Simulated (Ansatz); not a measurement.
Base system: VBiO4 (space group I4_1/a, No. 88).

```yaml
crystal:
  lattice:
    - [-2.56052, 2.56052, 5.81154]
    - [2.56052, -2.56052, 5.81154]
    - [2.56052, 2.56052, -5.81154]
  atoms:
    - { symbol: Bi, position: [0.75000, 0.25000, 0.50000] }
    - { symbol: Bi, position: [0.00000, 0.00000, 0.00000] }
    - { symbol: V, position: [0.25000, 0.75000, 0.50000] }
    - { symbol: V, position: [0.50000, 0.50000, 0.00000] }
    - { symbol: O, position: [0.07985, 0.96774, 0.39015] }
    - { symbol: O, position: [0.57759, 0.68969, 0.60985] }
    - { symbol: O, position: [0.71774, 0.82759, 0.38789] }
    - { symbol: O, position: [0.43969, 0.32985, 0.61211] }
    - { symbol: O, position: [0.67015, 0.28226, 0.10985] }
    - { symbol: O, position: [0.17241, 0.56031, 0.89015] }
    - { symbol: O, position: [0.03226, 0.42241, 0.11211] }
    - { symbol: O, position: [0.31031, 0.92015, 0.88789] }
```

All numbers come from r2SCAN, PAW, 500 eV (Ansatz, a first-principles code; no spin-orbit coupling), earlier PAW set.

One change was made to it. Results:

| quantity | base | after |
|---|---|---|
| density | 7.06 g/cm³ | 7.10 g/cm³ |
| smallest direct gap | 2.54 eV | 2.52 eV |
| c/a ratio | 2.270 | 2.268 |
| band gap | 2.48 eV | 2.46 eV |

Task: What was done to the base?
(A) pressure −2 GPa
(B) pressure 2.1 GPa
(C) pressure 0.9 GPa
(D) pressure −1 GPa

Result: C, pressure 0.9 GPa. For comparison, the density in the other runs: pressure −2 GPa gives 6.95 g/cm³; pressure −1 GPa gives 7.01 g/cm³; pressure 2.1 GPa gives 7.16 g/cm³.

Spin-orbit coupling, missing from the scalar runs, can matter with Bi. Load acts through the strain it causes; cell and atoms are relaxed under it. Stability against distortions was not tested. Seeded moments were not kept for the base. All final runs are without spin polarisation.
